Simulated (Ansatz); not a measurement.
Reference: GaAs (F-43m), r2SCAN, rigid bands (plane waves, PAW, scalar-relativistic; Ansatz, an electronic-structure program); geometry: cell and atoms relaxed with PBEsol.

```
CELL_PARAMETERS angstrom
      0.00000     2.82956     2.82956
      2.82956     0.00000     2.82956
      2.82956     2.82956     0.00000
ATOMIC_POSITIONS crystal
  Ga 0.00000 0.00000 0.00000
  As 0.25000 0.25000 0.25000
```

| Quantity | Value |
|---|---|
| band gap | 1.00 eV |
| electron conductivity mass | 0.060 mₑ |
| Seebeck coefficient, n-type 1e19 cm⁻³ | -46 μV/K |

Task: Swap As for P, keeping the structure type. How do these values move?

Result: GaP (F-43m): volume per atom 22.7 to 20.1 Å³; band gap rises (1.00 eV to 1.84 eV); electron conductivity mass rises (0.060 mₑ to 0.34 mₑ); Seebeck coefficient, n-type 1e19 cm⁻³ rises in size (-46 μV/K to -328 μV/K).

Moves up to 5 % count as about the same. Masses are for dilute carriers at 300 K, harmonic means over directions unless an axis is named. Seebeck coefficients are for the stated density at 300 K, with one relaxation time for all states and whether or not that doping can be reached. Spin-orbit coupling is left out.
